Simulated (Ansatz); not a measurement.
# Ho in the hcp (Mg type) structure (space group P6_3/mmc, No. 194; ferromagnetic)

```cif
data_Ho2
_chemical_formula_sum 'Ho2'
_space_group_name_H-M_alt 'P 1'
_space_group_IT_number 1
_cell_length_a 3.67526
_cell_length_b 3.67526
_cell_length_c 5.92011
_cell_angle_alpha 90.000
_cell_angle_beta 90.000
_cell_angle_gamma 120.000
loop_
_space_group_symop_operation_xyz
  'x, y, z'
loop_
_atom_site_label
_atom_site_type_symbol
_atom_site_fract_x
_atom_site_fract_y
_atom_site_fract_z
_atom_site_occupancy
Ho1 Ho 0.33333 0.66667 0.75000 1
Ho2 Ho 0.66667 0.33333 0.25000 1
```

Computed with PBE (Ansatz, a quantum-chemistry and plane-wave program), no spin-orbit coupling. Settings: 15×15×8 k-points, 0.05 eV Fermi–Dirac smearing.

The volume per atom is 34.63 Å³. The density is 7.91 g/cm³ and the magnetic state comes out as ferromagnetic. The total energy is -11319.275 eV/atom (σ→0; compares only within this code and set-up).

Other magnetic orders, which the real material may have, were not ruled out. Open 4f shells without U are poorly described, and the f state was not checked. Whether these cells are dynamically stable was not tested.
